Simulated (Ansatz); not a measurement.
# Response to strain in hypothetical CsCl type LaAs

The parent structure is LaAs in the CsCl type structure (space group Pm-3m, No. 221; a hypothetical phase, not in the database extracts checked; relaxed with 0.1 eV smearing).

```xyz
2
Lattice="3.7429 0.0000 0.0000 0.0000 3.7429 0.0000 0.0000 0.0000 3.7429" Properties=species:S:1:pos:R:3 pbc="T T T"
La     0.0000     0.0000     0.0000
As     1.8714     1.8714     1.8714
```

Cartesian axes are those of the cell as printed.

Strains are applied to the cell and any free atomic positions relax; under biaxial strain the out-of-plane vector relaxes too; under stress the whole cell relaxes.

Level of theory: DFT with r2SCAN, PAW potentials and a 500 eV plane-wave cutoff in Ansatz (an electronic-structure program), no spin-orbit coupling.

Notes on the quantities. energy relative to the base: free energy F; pressure: mean of the normal stresses, compression positive.

```json
[
 {"case": "base", "energy relative to the base": "0 meV/atom", "pressure": "0.0 GPa", "shortest interatomic distance": "3.241 Å", "space group": "Pm-3m (No. 221)"},
 {"case": "biaxial strain −3.65 %, plane normal [001], relaxed out of plane", "energy relative to the base": "+36 meV/atom", "pressure": "4.1 GPa", "shortest interatomic distance": "3.184 Å", "space group": "P4/mmm (No. 123)"},
 {"case": "biaxial strain −1.61 %, plane normal [001], relaxed out of plane", "energy relative to the base": "+6.8 meV/atom", "pressure": "1.8 GPa", "shortest interatomic distance": "3.216 Å", "space group": "P4/mmm (No. 123)"},
 {"case": "biaxial strain +3.27 %, plane normal [001], relaxed out of plane", "energy relative to the base": "+25 meV/atom", "pressure": "-2.9 GPa", "shortest interatomic distance": "3.288 Å", "space group": "P4/mmm (No. 123)"},
 {"case": "biaxial strain +4.18 %, plane normal [110], relaxed out of plane", "energy relative to the base": "+0.2 meV/atom", "pressure": "-0.2 GPa", "shortest interatomic distance": "3.140 Å", "space group": "Cmmm (No. 65)"},
 {"case": "biaxial strain −1.48 %, plane normal [111], relaxed out of plane", "energy relative to the base": "-5.6 meV/atom", "pressure": "-1.5 GPa", "shortest interatomic distance": "3.221 Å", "space group": "R-3m (No. 166)"},
 {"case": "biaxial strain +1.10 %, plane normal [111], relaxed out of plane", "energy relative to the base": "-1.6 meV/atom", "pressure": "0.5 GPa", "shortest interatomic distance": "3.156 Å", "space group": "R-3m (No. 166)"},
 {"case": "isotropic strain −1.33 %", "energy relative to the base": "+9.7 meV/atom", "pressure": "3.1 GPa", "shortest interatomic distance": "3.198 Å", "space group": "Pm-3m (No. 221)"},
 {"case": "uniaxial stress, 3 GPa tension along x", "energy relative to the base": "+5.4 meV/atom", "pressure": "–", "shortest interatomic distance": "3.257 Å", "space group": "P4/mmm (No. 123)"},
 {"case": "uniaxial stress, 0.5 GPa compression along x", "energy relative to the base": "+0.2 meV/atom", "pressure": "–", "shortest interatomic distance": "3.239 Å", "space group": "P4/mmm (No. 123)"}
]
```

Stability under load was not tested beyond the relaxation. All final runs are without spin polarisation. Under biaxial strain −1.48 %, plane normal [111], relaxed out of plane and biaxial strain +1.10 %, plane normal [111], relaxed out of plane the cell ends below the base's energy or with stress of the wrong sign: the atoms slid into a distortion or the cell is elastically unstable, so the base is not a stable minimum at this level.
